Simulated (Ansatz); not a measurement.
PbS (Cmcm, No. 63, 4 atoms in the cell; start mp-1018115; high-pressure phase), treated with r²SCAN+rVV10 (plane waves, PAW; Ansatz, an electronic-structure program).

Settings: plane-wave cutoff 560 eV, 8×8×8 k mesh, Fermi–Dirac smearing 0.01 eV, scalar-relativistic PAW data made under PBE.

Cell (relaxed at this level):

```
CELL_PARAMETERS angstrom
      2.06484    -5.86770     0.00000
      2.06484     5.86770     0.00000
      0.00000     0.00000     4.25910
ATOMIC_POSITIONS crystal
  Pb 0.87239 0.12761 0.75000
  Pb 0.12761 0.87239 0.25000
  S  0.64383 0.35617 0.75000
  S  0.35617 0.64383 0.25000
```

Q: Give the computed band gap, smallest direct gap on the k points sampled and Γ–Γ gap.

A: 
- band gap = 1.33 eV
- smallest direct gap on the k points sampled = 1.46 eV
- Γ–Γ gap = 5.61 eV

Spin–orbit coupling is not included; with these elements it can move the gap by several tenths of an eV or more.

Computed values are for the static lattice.

Computing time: very roughly 30 core-seconds.

A start named mp-… is a Materials Project structure, which need not be a measured phase.
